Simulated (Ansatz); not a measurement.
A periodic model of amorphous Al28O45B2:

```xyz
75
Lattice="9.3833 0.0000 0.0000 0.0000 9.3833 0.0000 0.0000 0.0000 9.3833" Properties=species:S:1:pos:R:3 pbc="T T T"
Al     6.8576     3.6563     0.0731
Al     5.9663     1.5839     7.2697
Al     8.6331     5.8877     2.5312
Al     1.3141     1.7467     4.7524
Al     0.9542     2.9118     0.2423
Al     3.2970     4.4742     0.5467
Al     2.4690     7.4269     9.0609
Al     2.4625     0.1979     2.0071
Al     9.1235     5.6168     8.6076
Al     5.6248     1.8905     4.0639
Al     6.8204     5.9308     6.3015
Al     8.0917     1.7021     2.1625
Al     3.7418     0.3070     6.6352
Al     5.4966     6.5332     9.2204
Al     8.1478     0.7586     9.0208
Al     0.7746     8.2113     4.3397
Al     4.2064     6.4737     6.1418
Al     8.1532     8.2156     7.0033
Al     8.5611     3.1895     6.8964
Al     3.8715     1.7460     0.2705
Al     8.1928     3.7683     4.2476
Al     9.3480     8.0734     1.2149
Al     5.8526     8.0601     4.5290
Al     3.3475     4.2541     4.3122
Al     1.9273     4.8062     7.3008
Al     5.5999     5.4280     3.2778
Al     1.0858     0.2428     7.4097
Al     5.1830     8.5931     2.0246
O      7.2841     4.9304     3.1292
O      0.2767     4.5253     7.0502
O      6.3477     5.2325     0.5893
O      5.3367     6.1936     7.4646
O      5.6706     8.1560     0.3968
O      0.2355     8.7455     5.9751
O      7.2961     2.3071     3.5896
O      3.6376     5.6623     3.1843
O      5.8047     0.1808     3.5220
O      5.4395     5.9067     5.0220
O      5.9259     7.1795     2.9392
O      2.0669     3.1101     3.8261
O      2.3673     3.6853     8.5652
O      7.1876     7.6432     5.5922
O      2.1023     1.5046     0.6421
O      4.8740     3.5245     3.8006
O      3.0865     5.0250     5.9734
O      2.0879     7.0234     4.3735
O      7.9350     6.5156     7.6356
O      2.2098     1.1893     6.1867
O      6.8816     3.0091     7.7226
O      0.2558     2.5759     2.1469
O      1.7108     8.2370     1.0529
O      3.5004     8.0482     2.7548
O      1.4485     6.2535     8.2597
O      4.4727     1.1577     8.0970
O      7.5324     4.3865     5.7547
O      9.1206     7.5361     3.0701
O      9.1865     2.4810     5.3099
O      5.1187     1.4656     5.7264
O      8.7707     3.9974     9.3675
O      1.8519     4.1567     1.5701
O      8.9265     6.4150     0.8614
O      7.1520     2.0064     0.6874
O      0.0992     1.8063     8.1320
O      4.1669     0.6982     1.6578
O      1.4305     0.3723     3.5702
O      3.6941     6.1944     0.1993
O      9.2436     8.6909     8.5132
O      0.2724     4.6344     3.3857
O      8.4913     0.1835     1.3787
O      4.3687     8.2210     5.7183
O      7.1672     0.3119     7.5514
O      2.6325     8.6720     7.7897
O      4.6164     3.3150     0.5667
B      1.1094     3.6591     2.7003
B      3.0449     6.9455     3.4082
```

Method: PBE, scalar-relativistic without spin-orbit coupling (plane waves to 420 eV, PAW; Ansatz, a first-principles code).

A CHGNet melt-quench gave the starting glass, which DFT then relaxed. O atoms were pushed apart under 1.9 Å during the dynamics, to hinder bonds among them. The hot cell started wider than the set density and was brought back towards it in steps. It is the lowest in DFT energy of 2 quenches. It is a model cell: composition and starting density were chosen by hand, and all elements were melted together. No dispersion term was used. Its density started from a set value of 3.01 and ended at 3.01 g/cm³. The simulated quench (nominally 340 K/ps over its main leg) is rapid and tends to freeze in more defects than a deposited or slowly cooled glass has. A cell of this size samples the disorder only roughly. The volume was held where the preparation left it, at a PBE pressure of 1.8 GPa. Stress components on the final sampling reach 4.0 GPa.

Cut-offs for bonds: Al-Al 2.66 Å, Al-O 2.40 Å, Al-B 2.25 Å, O-O 1.58 Å, O-B 1.80 Å, B-B 1.97 Å. Two cations that share two anions don't count as bonded, nor two that share one unless they lie closer than Al-Al 2.59 Å, Al-B 2.19 Å, B-B 1.80 Å.

### Question
Give the coordination numbers, mean bond lengths and angles.

### Answer

| Property | Value |
|---|---|
| Mean coordination of Al by anions | 4.57 (13 with 4, 14 with 5, 1 with 6) |
| Mean coordination of O | 3.00 (3 with 2, 39 with 3, 3 with 4) |
| Mean coordination of B by anions | 3.50 (1 with 3, 1 with 4) |
| Mean Al-O bond | 1.846 Å (spread 0.101 Å, 128 counted) |
| Mean O-B bond | 1.445 Å (spread 0.069 Å, 7 counted) |
| Bond angle at Al | mean 107.2°, spread 23.4° |
| Bond angle at O | mean 116.1°, spread 17.4° |
| Bond angle at B | mean 113.0°, spread 6.0° |

### Question
List the pairs of like atoms that count as bonded by the rules above.

### Answer
There are none by these rules.
